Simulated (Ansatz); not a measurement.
Base system: CdS in the wurtzite structure (space group P6_3mc, No. 186; a = 4.164 Å, c = 6.767 Å).

The values are results of r2SCAN (Ansatz, a first-principles code; PAW; 500 eV plane waves; no SOC), not measurements.

One change was made to it. Results:

The density goes up by 2.82 g/cm³ to 7.54 g/cm³; the band gap goes from 1.63 eV to zero.

Problem. What was done to the base?
A. pressure 1.8 GPa
B. pressure 4.2 GPa
C. pressure 60 GPa
D. pressure 9 GPa
E. pressure −1 GPa

Solution. C, pressure 60 GPa. For comparison, the band gap in the other runs: pressure 9 GPa gives 1.90 eV; pressure 4.2 GPa gives 1.78 eV; pressure 1.8 GPa gives 1.70 eV; pressure −1 GPa gives 1.59 eV.

From pressure 60 GPa on, the axis ratios lie over 15 % from the base's, so the cell there is far from its starting form. Load acts through the strain it causes; cell and atoms are relaxed under it. No phonon test of stability was made. All final runs are without spin polarisation. Measured, CdS leaves this structure (for rock salt) near 2.54 GPa (temperature not stated; as listed in Datta, Sujoy, Jana, Debnarayan, arXiv (2020)), on rising pressure, with hysteresis. Gaps under 0.05 eV, about the width of the smearing, are given as zero. The zero or small gap of CdS under pressure 60 GPa can change with the level of theory.
